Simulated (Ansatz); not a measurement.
Cell and atoms of amorphous Si40Ge8:

```
CELL_PARAMETERS angstrom
     10.14317     0.00000     0.00000
      0.00000    10.14317     0.00000
      0.00000     0.00000    10.14317
ATOMIC_POSITIONS crystal
  Si 0.96784 0.82292 0.71881
  Si 0.54092 0.85671 0.76070
  Si 0.80475 0.65689 0.97971
  Si 0.31989 0.33802 0.70243
  Si 0.42608 0.23135 0.33224
  Si 0.92819 0.74038 0.15492
  Si 0.52743 0.42800 0.42010
  Si 0.61317 0.14769 0.21099
  Si 0.10176 0.56557 0.39435
  Si 0.41184 0.18964 0.85405
  Si 0.75916 0.36626 0.73235
  Si 0.15534 0.47944 0.82204
  Si 0.95611 0.97122 0.12817
  Si 0.88084 0.41049 0.27154
  Si 0.90334 0.20140 0.64560
  Si 0.18568 0.03238 0.11002
  Si 0.03080 0.04732 0.76676
  Si 0.24220 0.02741 0.88581
  Si 0.16732 0.69818 0.74761
  Si 0.31416 0.88988 0.42274
  Si 0.69681 0.27327 0.39765
  Si 0.68241 0.34441 0.10865
  Si 0.60132 0.69251 0.61455
  Si 0.70014 0.11379 0.57705
  Si 0.25067 0.26218 0.17316
  Si 0.13847 0.65055 0.18172
  Si 0.49797 0.07023 0.67553
  Si 0.32714 0.12309 0.51656
  Si 0.93975 0.21580 0.42031
  Si 0.81956 0.05930 0.28735
  Si 0.10702 0.34189 0.33455
  Si 0.76101 0.84152 0.84973
  Si 0.40005 0.67401 0.04841
  Si 0.72820 0.92461 0.45016
  Si 0.61258 0.57027 0.07502
  Si 0.33633 0.80914 0.86399
  Si 0.82656 0.74220 0.55429
  Si 0.53133 0.80756 0.42255
  Si 0.28914 0.83039 0.19871
  Si 0.85107 0.63368 0.34809
  Ge 0.85181 0.04941 0.92925
  Ge 0.24527 0.48393 0.04474
  Ge 0.25983 0.67872 0.52989
  Ge 0.92283 0.29268 0.05730
  Ge 0.53806 0.46076 0.65402
  Ge 0.66417 0.22347 0.90222
  Ge 0.60557 0.61918 0.30432
  Ge 0.91700 0.46978 0.88098
```

Calculation: PBE, scalar-relativistic without spin-orbit coupling (plane waves to 420 eV, PAW; Ansatz, a program for electronic structure). Neutral PBE cell, which sets geometry, pressure and energy: sampling: a 2×2×2 Γ-centred mesh; Fermi-Dirac width 0.05 eV; no spin polarisation.

It comes from a melt-quench run on a machine-learned potential (CHGNet), relaxed afterwards by DFT. It is a model cell: composition and starting density were chosen by hand, and all elements were melted together. No dispersion term was used. Its density started from a set value of 2.73 and ended at 2.71 g/cm³. Cooling (nominally 220 K/ps over its main leg) ran many orders faster than in experiment, which tends to leave more defects and strain. Values belong to this one cell and scatter from quench to quench. The volume was free in the relaxation, at fixed shape.

Q: Give the pressure, the energy against reference phases and the spacing of the highest filled and lowest empty levels.

A: 
```json
{
 "Pressure on a 2×2×2 Γ-centred mesh": "0.00 GPa",
 "Largest force and stress component on that mesh (the relaxation ran on one k-point at (1/4, 1/4, 1/4))": "0.29 eV/Å and 3.6 GPa",
 "Energy relative to silicon + germanium (lowest mix at this level among the phases computed, not always the ambient ones)": "0.339 eV/atom",
 "Gap on a 2×2×2 Γ-centred mesh (PBE)": "within the smearing (under twice its width)"
}
```

Q: At PBE and the zone centre, how localised are the states just below and above the Fermi level (participation number: the atoms over which a state spreads)?

A: The highest filled state is spread over 26.5 atoms' worth, largest on Si11, with weights by element (charge in smoothed Voronoi cells) Si 0.75, Ge 0.25. The lowest empty state is spread over 28.9 atoms' worth, largest on Ge44, with weights by element (charge in smoothed Voronoi cells) Si 0.78, Ge 0.22.

The levels at the Fermi energy are partly filled. A closed spacing in one fast-quenched cell at PBE doesn't show the material to be a metal.

Neighbours within Si-Si 2.74 Å, Si-Ge 2.80 Å, Ge-Ge 2.74 Å count as bonded.

A PBE run started with 1 μB on atoms that lack a bond or may hold spare charge lost its moments; other starts weren't tried.
